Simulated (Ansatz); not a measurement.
# What uniaxial strain ε_zz = +3.00 % does to CsPbCl3

Take CsPbCl3 in the cubic perovskite structure (space group Pm-3m, No. 221; a = 5.5209 Å) as the base. Axes: x, y, z lie along the cube axes.

The change: the cell is stretched by 3.00 % along z with no lateral relaxation; the atoms relax in the strained cell.

Method: LDA (Ansatz, a quantum-chemistry and plane-wave program), no spin-orbit coupling. Settings: 6×6×6 k-points, 0.05 eV Fermi–Dirac smearing.

- Volume per atom = 34.66 Å³ (base 33.65 Å³)
- Energy relative to the base (free energy F) = +6.0 meV/atom
- Pressure (mean of the normal stresses, compression positive) = -0.76 GPa (base 0.00 GPa)
- Band gap = 1.51 eV (base 1.53 eV)
- Gap character = direct at A
- Electron mass = 0.10 mₑ along z, 0.76 mₑ across (at R)
- Hole mass = 0.18 mₑ along z, 0.15 mₑ across (at R) (base 0.14 mₑ (at R))
- Valley order (the lowest conduction-band minima on the path, energy above the VBM, named in the base's zone) = R along [111] 1.51 eV; Γ 2.89 eV (base R along ⟨111⟩ 1.53 eV; Γ 2.75 eV)
- Stress (xx, yy, zz, yz, xz, xy; compression positive) = (-0.25, -0.25, -1.78, 0.00, 0.00, 0.00) GPa

With Pb present, leaving out spin-orbit coupling can change the band edges. Effective masses come from finite differences of ±0.01 Å⁻¹. Stability against distortions was not tested. Many cubic perovskites are stable only at high temperature; tilts and polar distortions were not tested. This is not the structure that CsPbCl3 has at room temperature and ambient pressure. Labels are those of the standard path for the cell's own space group.
